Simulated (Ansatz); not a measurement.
# Point defect Mg on the B site + 1 H in zinc-blende BN

Computed with HSE06, PAW (plane waves to 420 eV; Ansatz, an electronic-structure program). A supercell of 64 sites (2×2×2 repeats of a cell of 8 atoms) was used; the energies come from a 2×2×2 shifted sampling of its zone. Atoms were relaxed at one k-point and, where forces on the final mesh passed 0.1 eV/Å, further on that mesh. Lattice scaled to a tabulated measured volume, 5.91 Å³ a site. Sites at the start: the B site; H at the bond centre. Energies of charged states are corrected for periodic images (point charge plus alignment at distant sites). Dielectric constants: PBE linear response of the host, to which the point-charge and alignment terms were carried over from the constants of the runs by an Ewald sum. Host gap at this level: 5.79 eV. These values are not converged in cell size to better than tenths of an eV. Spin–orbit coupling is left out. Each state is the lowest found from its start.

The name describes the start; the neighbours show where the atoms ended.

Charges with a result: +1, 0. Others weren't obtained, and one of them could lie lower, also by skipping a charge.

```tsv
charge	moment (μB)	largest move off a lattice site (Å)	neighbours of the last H atom of the defect at the end (Å)	image correction with alignment (eV)
+1†	1.0	0.36	N 1.03, Mg 1.59, N 1.76, B 1.79, B 1.79, N 2.03, N 2.03	0.57
0	not spin-polarised	0.33	N 1.03, Mg 1.58, B 1.78, B 1.78, N 1.78, N 2.01, N 2.02	0.00
```

† Not settled in this cell, so no level is given: charge +1: level within 0.1 eV of a band edge or past it.

No other site or start that was run ended lower by more than 0.1 eV.

Flagged in the runs: a doubtful potential alignment.
